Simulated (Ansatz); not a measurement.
**HoPt2 (Fd-3m, No. 227)**

All values below come from r²SCAN (plane waves, PAW; Ansatz, a quantum-chemistry and plane-wave program).

Numerical settings: plane-wave cutoff 500 eV, 12×12×12 k mesh, Fermi–Dirac smearing 0.1 eV, spin-polarised start, scalar-relativistic PAW data made under PBE.

Cell (relaxed at this level):

```
CELL_PARAMETERS angstrom
      0.00000     3.81778     3.81778
      3.81778     0.00000     3.81778
      3.81778     3.81778     0.00000
ATOMIC_POSITIONS crystal
  Ho 0.50000 0.50000 0.50000
  Ho 0.75000 0.75000 0.75000
  Pt 0.12500 0.12500 0.12500
  Pt 0.62500 0.12500 0.12500
  Pt 0.12500 0.12500 0.62500
  Pt 0.12500 0.62500 0.12500
```

For HoPt2 (Fd-3m, No. 227), the equilibrium volume per atom comes out as 18.55 Å³/atom. The lattice parameter a is 7.636 Å.

Note: the magnetic order was assumed, not searched for or taken from measurement; the 4f shell is treated without U or exact exchange, so its levels and filling can be wrong.

Spin–orbit coupling is not included.

Static lattice: no zero-point or thermal effects.

Computing time: about 7 core-minutes (a rough figure).
